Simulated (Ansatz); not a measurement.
Here is the system:

End structure of the (111) surface of tetragonal WSi2 in its 1x1 cell (cut with top plane W, bottom plane W), outermost plane spacing 0.36 Å in the ideal cut (one of several cuts of this face), with 1 W a cell over the bulk's ratio:

```xyz
28
Lattice="4.5667 0.0000 0.0000 2.2834 8.1923 0.0000 0.0000 0.0000 26.0000" Properties=species:S:1:pos:R:3 pbc="T T T"
W      2.2834     3.8343     8.2252
Si     4.5667     4.9547     8.4050
Si     2.2833     6.3138     8.8260
W      4.5666     7.4863     9.2942
Si     4.5666     0.5535     9.4800
Si     2.2833     1.8719     9.7528
W      4.5667     3.1552    10.2946
Si     2.2833     4.3970    10.6274
Si     4.5667     5.6521    10.9920
W      2.2833     6.9054    11.4086
Si     4.5667     8.1733    11.7076
Si     4.5667     1.2341    12.0498
W      2.2834     2.4929    12.4275
Si     4.5667     3.7607    12.7913
Si     2.2834     5.0275    13.2087
W      4.5667     6.2952    13.5725
Si     2.2834     7.5541    13.9502
Si     2.2834     0.6149    14.2924
W      4.5668     1.8828    14.5914
Si     2.2834     3.1361    15.0080
Si     4.5668     4.3911    15.3726
W      2.2834     5.6330    15.7054
Si     4.5668     6.9162    16.2472
Si     2.2835     8.2346    16.5200
W      2.2835     1.3019    16.7058
Si     4.5668     2.4744    17.1740
Si     2.2834     3.8335    17.5950
W      4.5667     4.9539    17.7748
```

Set-up: 28 atoms, Si18W10, 9.9 Å thick at the start (thin: gaps and levels are the slab's own); mesh 9x5x1; 0.1 eV smearing; dipole correction on; all atoms relaxed; held to the part of the start's symmetry that mesh and held atoms allow; no spin, no spin-orbit, no U.

Problem. Give the work function of the top face at the level Ansatz (a quantum-chemistry and plane-wave program) with PBE.

Solution. 3.97 eV
